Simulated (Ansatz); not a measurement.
Abridged Ansatz (a first-principles code) output:

```
Pseudopotential: B, paw, valence charge 3
Crystal: 1 atoms, lattice volume = 6.059 Å³
Basis set: ecut = 420 eV, 135 PW (Γ), exchange–correlation on 30×30×30 points (8 copies of the dense FFT grid, shifted against one another)
Bands: 6, of which v1, the nominal top of the filled ones, is band 2 counted from 1 (1 counted from 0)
Symmetry: 48 space group operations
k-points: 624 of 21952
Functional: x = pbesol(κ = 0.804, μ = 0.12345679012345678), c = pbesol(β = 0.046)
SCF iter   1: F=—  HF=-151.013466 eV  |F-HF|=—  |Δ(HF+E_count)|=         —  Δρ=1.31e-2  dr2=4.24e-3  ethr=3.10e-3  ⟨swp⟩=4.4  Hψ=26850  notcnv=0
SCF iter   2: F=—  HF=-151.019739 eV  |F-HF|=—  |Δ(HF+E_count)|=   6.27e-3  Δρ=6.13e-3  dr2=8.60e-4  ethr=1.41e-4  ⟨swp⟩=2.0  Hψ=11079  notcnv=0  defer=184
SCF 1 converged in 6 iterations: F = -151.022151 eV  dr2 = 9.86e-13
SCF converged after 6 iterations
Free energy (F): -151.022151 eV
Internal energy: -151.020630 eV  (E = F + TS)
E sigma→0 (E₀):  -151.021391 eV
Entropy (-TS):   -0.001522 eV (-1.522 meV/atom)
Fermi energy:    13.929562 eV
--- Forces (eV/Å), atoms counted from 1 ---
  atom   1  B      0.00000000    -0.00000000     0.00000000
--- Stress (GPa, compression-positive) ---
        0.000773      -0.000000      -0.000000
       -0.000000       0.000773      -0.000000
        0.000000       0.000000       0.000773
  P = ⅓ Tr σ = 0.0008 GPa (0.008 kbar)
```

### Question
What was computed, and what are the main results?

### Answer
B, 1 atom in the cell, with PBEsol/PAW in Ansatz, no SOC, earlier PAW set. The last SCF converged to F = -151.022151 eV, or -151.0222 eV per atom, at a pressure of 0.00 GPa. The total energy compares only with runs of the same code, potentials and settings.

Stability against distortions was not tested. The cell was made from W by this change: W → B; the result is a hypothetical phase, not in the database extracts checked.
